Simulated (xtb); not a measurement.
xtb 6.7.1, GFN2-xTB: Ni(OH)(SH)(OH2)2 ([OH][Ni](<-[OH2])(<-[OH2])[SH]), charge 0, multiplicity 3, 11 atoms. The geometry is a generated start, not checked to be a minimum at this level.

```json
{
 "method": "GFN2-xTB",
 "--acc": "1 (default)",
 "--etemp (K)": "300 (default)",
 "detailed input (--input)": "none: ANC optimiser, Lindh (1995) Hessian, microcycle=20, maxdispl=1.0, hlow=0.01 (default)",
 "basis_functions": "38",
 "valence_electrons": "40"
}
```

```xyz
11

Ni     0.3076     0.1138    -0.1633
O      1.6402    -1.1799    -0.1203
H      2.4923    -1.0477    -0.5400
S      0.7102     2.0758     0.7477
H      1.0509     1.5833     1.9317
O     -1.0838     0.7575    -1.7117
H     -0.7576     1.6147    -2.0105
H     -1.9087     0.9094    -1.2341
O     -1.0523    -1.3171     0.9317
H     -0.6034    -1.4327     1.7781
H     -0.7953    -2.0770     0.3906
```

Charge 0 and multiplicity 3 are set for this test and not shown to be the ground state. GFN-xTB has no spin term: --uhf 2 sets the occupations alone.

The structure is relaxed from this start with --opt LEVEL for the levels crude, sloppy, loose, lax, normal, tight, vtight, extreme, once each. Up to the end of the extreme run atoms move by at most 0.19 Å along an axis.

What is the loosest level that ends within 1 meV of the extreme run, and how many cycles does it take?

normal: 12 cycles against 22, ending 0.29 meV above.

```
level    cycles  energy above the extreme run (meV)  gradient norm (eV/Å)
-------  ------  ----------------------------------  --------------------
crude         1                                 6.3                  0.12
sloppy        1                                 6.3                  0.12
loose         1                                 6.3                  0.12
lax           1                                 6.3                  0.12
normal       12                                0.29                 0.039
tight        19                               0.025                0.0038
vtight       22                          under 0.01                0.0023
extreme      22                                   —                0.0023
```
